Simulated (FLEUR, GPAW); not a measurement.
A FLEUR input for a self-consistent single point of Al₂Pt (Fm-3m, 3 atoms in the cell) (DFT, PBE, all-electron FLAPW (FLEUR), scalar-relativistic valence):

Input of the input generator:

```
Al2Pt FLAPW
&input film=f /
0.0000000000 2.8531930000 2.8531930000
2.8531930000 0.0000000000 2.8531930000
2.8531930000 2.8531930000 -0.0000000000
1.8897261246
1.0 1.0 1.0

3
13 0.2500000000 0.2500000000 0.2500000000
13 0.7500000000 0.7500000000 0.7500000000
78 0.0000000000 0.0000000000 0.0000000000

&comp jspins=1 /
&kpt div1=13 div2=13 div3=13 /
&end /
```

```xml
<?xml version="1.0" encoding="UTF-8" standalone="no"?>
<fleurInput fleurInputVersion="0.39">
   <comment>
      Al2Pt FLAPW                                                                                         
   </comment>
   <calculationSetup>
      <cutoffs Kmax="4.7" Gmax="18.8" GmaxXC="18.8" numbands="0"/>
      <scfLoop itmax="100" minDistance="0.00001" maxIterBroyd="99" imix="Anderson" alpha="0.05" precondParam="0.0" spinf="2.0"/>
      <coreElectrons ctail="T" frcor="F" kcrel="0" coretail_lmax="0"/>
      <xcFunctional name="pbe" relativisticCorrections="F"/>
      <magnetism jspins="1"/>
      <soc l_soc="F" theta="0.0" phi="0.0" spav="F"/>
      <expertModes spex="0" secvar="F"/>
      <geometryOptimization l_f="T" forcealpha="1.0" forcemix="BFGS" epsdisp="0.00001" epsforce="0.00001"/>
      <ldaU l_linMix="F" mixParam="0.05" spinf="1.0"/>
   </calculationSetup>
   <cell>
      <bzIntegration valenceElectrons="22.0" mode="gauss" fermiSmearingEnergy="0.00367493">
         <kPointListSelection listName="default-1"/>
         <!-- k-points included here -->
         <xi:include xmlns:xi="http://www.w3.org/2001/XInclude" href="kpts.xml"> </xi:include>
      </bzIntegration>
      <!-- symmetry operations included here -->
      <xi:include xmlns:xi="http://www.w3.org/2001/XInclude" href="sym.xml"> </xi:include>
      <bulkLattice scale="1.0">
         <bravaisMatrix>
            <row-1>    0.0000000000000000     5.3917533506258479     5.3917533506258479</row-1>
            <row-2>    5.3917533506258479     0.0000000000000000     5.3917533506258479</row-2>
            <row-3>    5.3917533506258479     5.3917533506258479     0.0000000000000000</row-3>
         </bravaisMatrix>
      </bulkLattice>
   </cell>
   <atomSpecies>
      <species name="Aluminum (Al)" element="Al" atomicNumber="13">
         <mtSphere radius="1.72" gridPoints="605" logIncrement="0.019"/>
         <atomicCutoffs lmax="8" lnonsphr="6"/>
         <electronConfig flipSpins="F">
            <coreConfig>(1s1/2) (2s1/2) (2p1/2) (2p3/2)</coreConfig>
            <valenceConfig>(3s1/2) (3p1/2) (3p3/2)</valenceConfig>
            <stateOccupation state="(3p1/2)" spinUp="0.1666666666667" spinDown="0.1666666666667"/>
            <stateOccupation state="(3p3/2)" spinUp="0.3333333333333" spinDown="0.3333333333333"/>
         </electronConfig>
         <energyParameters s="3" p="3" d="3" f="4"/>
      </species>
      <species name="Platinum (Pt)" element="Pt" atomicNumber="78">
         <mtSphere radius="2.63" gridPoints="925" logIncrement="0.015"/>
         <atomicCutoffs lmax="10" lnonsphr="8"/>
         <electronConfig flipSpins="F">
            <coreConfig>(1s1/2) (2s1/2) (2p1/2) (2p3/2) (3s1/2) (3p1/2) (3p3/2) (4s1/2) (3d3/2) (3d5/2) (4p1/2) (4p3/2) (5s1/2) (4d3/2) (4d5/2) (4f5/2) (4f7/2)</coreConfig>
            <valenceConfig>(5p1/2) (5p3/2) (6s1/2) (5d3/2) (5d5/2)</valenceConfig>
            <stateOccupation state="(6s1/2)" spinUp="0.5" spinDown="0.5"/>
            <stateOccupation state="(5d3/2)" spinUp="1.8" spinDown="1.8"/>
            <stateOccupation state="(5d5/2)" spinUp="2.7" spinDown="2.7"/>
         </electronConfig>
         <energyParameters s="6" p="6" d="5" f="5"/>
         <lo type="SCLO" l="1" n="5" eDeriv="0"/>
      </species>
   </atomSpecies>
   <atomGroups>
      <atomGroup species="Aluminum (Al)">
         <relPos label="                   1">1.000/4.000 1.000/4.000 1.000/4.000</relPos>
         <relPos label="                   2">-1.000/4.000 -1.000/4.000 -1.000/4.000</relPos>
         <force calculate="T" relaxXYZ="TTT"/>
      </atomGroup>
      <atomGroup species="Platinum (Pt)">
         <relPos label="                   3">.0000000000 .0000000000 .0000000000</relPos>
         <force calculate="T" relaxXYZ="TTT"/>
      </atomGroup>
   </atomGroups>
   <output dos="F" band="F" slice="F">
      <checks vchk="F" cdinf="F"/>
      <bandDOS minEnergy="-.5*Htr" maxEnergy="0.5*Htr" sigma="0.015" storeEVData="T"/>
      <vacuumDOS vacdos="F" integ="F" star="F" nstars="0" locx1="0.0" locy1="0.0" locx2="0.0" locy2="0.0" nstm="0" tworkf="0.0"/>
      <unfoldingBand unfoldBand="F" supercellX="1" supercellY="1" supercellZ="1"/>
      <plotting iplot="0" polar="F">
         <plot TwoD="T" vec1="  1.0  0.0  0.0" vec2="  0.0  1.0  0.0" vec3="  0.0  0.0  1.0" zero="  0.0  0.0  0.0" file="plot"/>
      </plotting>
      <chargeDensitySlicing numkpt="0" minEigenval="0.0" maxEigenval="0.0" nnne="0" pallst="F"/>
      <specialOutput eonly="F"/>
      <magneticCircularDichroism mcd="F" energyLo="-10.0" energyUp="0.0"/>
   </output>
  <!-- We include the file relax.xml here to enable relaxations (see documentation) -->
  <xi:include xmlns:xi="http://www.w3.org/2001/XInclude" href="relax.xml"> <xi:fallback/> </xi:include>
</fleurInput>
```

Task: Translate this input to GPAW.

Result: This is the input that was run; spellings and numerical settings could be chosen otherwise.

```python
from ase import Atoms
from ase.units import GPa
from gpaw import GPAW, PW

atoms = Atoms(['Al', 'Al', 'Pt'],
              cell=[[0.000000, 2.853193, 2.853193],
                    [2.853193, 0.000000, 2.853193],
                    [2.853193, 2.853193, 0.000000]],
              scaled_positions=[[0.250000, 0.250000, 0.250000],
                                [0.750000, 0.750000, 0.750000],
                                [0.000000, 0.000000, 0.000000]],
              pbc=True)

calc = GPAW(mode=PW(600),
            xc='PBE',
            kpts=(13, 13, 13),
            occupations={'name': 'methfessel-paxton', 'width': 0.1, 'order': 0},
            nbands=-11,
            convergence={'density': 1e-05, 'energy': 1e-05},
            symmetry={'symmorphic': False, 'tolerance': 0.0005},
            maxiter=100)

atoms.calc = calc

energy = atoms.get_potential_energy()
print('Energy (eV):', round(energy, 6))
forces = atoms.get_forces()
print('Forces (eV/Ang):')
print(forces.round(5))
stress = atoms.get_stress()
print('Stress (GPa, Voigt):', (stress / GPa).round(4))
```

Basis settings and potentials, where a program has them, do not carry over. This input uses DFT PBE, plane waves, GPAW PAW datasets PBE (gpaw-data 1.0.1).

The starting cell comes from a database of computed structures (which also holds hypothetical and non-ambient phases and stackings), without a prior relaxation at this level. Its lattice was rescaled by a random factor within 2.5 % of one. For this run, on top of that: lattice scaled by 0.98.
